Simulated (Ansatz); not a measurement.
Consider a 16-atom supercell of BN in the wurtzite structure (space group P6_3mc, No. 186) at its relaxed geometry.

```
CELL_PARAMETERS angstrom
      5.10906     0.00000     0.00000
     -2.55453     4.42457     0.00000
      2.55453     4.42457     4.22457
ATOMIC_POSITIONS crystal
  B  0.33342 0.16676 0.99991
  B  0.33342 0.66676 0.99991
  B  0.83342 0.16676 0.99991
  B  0.83342 0.66676 0.99991
  B  0.66676 0.83342 0.49991
  B  0.66676 0.33342 0.49991
  B  0.16676 0.83342 0.49991
  B  0.16676 0.33342 0.49991
  N  0.70804 0.54138 0.62529
  N  0.70804 0.04138 0.62529
  N  0.20804 0.54138 0.62529
  N  0.20804 0.04138 0.62529
  N  0.04138 0.20804 0.12529
  N  0.04138 0.70804 0.12529
  N  0.54138 0.20804 0.12529
  N  0.54138 0.70804 0.12529
```

Method: Ansatz (a quantum-chemistry and plane-wave program) PBE, without spin-orbit coupling.

Before the change:

| Item | Result |
|---|---|
| Mean distance from the defect site to its nearest host atoms | 1.57 Å |
| Pressure | 0.0 GPa |

It is then changed as follows: one N atom is removed, atoms relaxed at fixed cell, starting from a slightly rattled geometry.

Estimate the effect on the largest displacement of a host atom from its site in the perfect cell, mean distance from the defect site to its nearest host atoms and pressure.

The largest displacement of a host atom from its site in the perfect cell comes out as 0.13 Å; the mean distance from the defect site to its nearest host atoms increases by 0.11 Å, from 1.57 Å to 1.68 Å; the pressure goes from zero to -0.8 GPa.

The magnetic state is the one reached from the starting moments; the real material's order can differ, and small cells can't hold many antiferromagnetic ones. The cell is small, so the values are those of an ordered compound at a high defect concentration; dilute-limit values will differ. The mesh was chosen for an insulator and is coarse for the gapless case. Seeded moments were not kept for N vacancy. The defect cell is spin-polarised and ends with 0.2 μB, a fractional moment that hangs on the mesh and smearing.
